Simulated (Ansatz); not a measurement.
The decay constant κ of evanescent states in the gap governs leakage through a thin film.

```xyz
2
Lattice="3.7539 0.0000 0.0000 -1.8770 3.2510 0.0000 1.8770 1.0837 3.0651" Properties=species:S:1:pos:R:3 pbc="T T T"
K      0.0000     0.0000     0.0000
F      0.0000     2.1673     1.5325
```

Space group of this cell: Fm-3m, rock salt. The cell is taken as given.

Transport runs along the normal of the first two printed cell vectors, the (111) plane of the conventional cell.

The gap is the functional's own. No spin-orbit coupling. Mid-gap values are interpolated on the energy grid.

State the band gap and the smallest decay constant κ at mid-gap according to r2SCAN (Ansatz, a first-principles code).

Gap 6.94 eV on a 12×12×12 mesh; κ = 0.575 1/Å, at the zone centre.
